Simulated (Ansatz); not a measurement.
```yaml
crystal:
  lattice:
    - [0.00000, 3.35276, 3.35276]
    - [3.35276, 0.00000, 3.35276]
    - [3.35276, 3.35276, 0.00000]
  atoms:
    - { symbol: K, position: [0.00000, 0.00000, 0.00000] }
    - { symbol: Br, position: [0.50000, 0.50000, 0.50000] }
```

Unless called populations, κ holds the coherence term between modes besides the Boltzmann populations.

Problem. Estimate the lattice thermal conductivity at 300 K from the phonon Boltzmann equation with three-phonon and isotope scattering, DFT at the PBE level (Ansatz, a quantum-chemistry and plane-wave program) (third-order constants from a 54-atom supercell out to 7.1 Å, harmonic mesh 6×6×6, k mesh 6×6×6, scattering mesh 13×13×13).

Solution. κ = 2.6 W/(m K). Four-phonon, boundary and defect scattering are left out; adding them would lower the computed value.

Computed at 300 K against measurement: lattice thermal conductivity 2.58 computed, 3.40 measured W/(m K) (-24 %; Cormac Toher, Corey Oses, Jose J. Plata et al., Physical Review Materials (2017), arXiv:1611.05714).
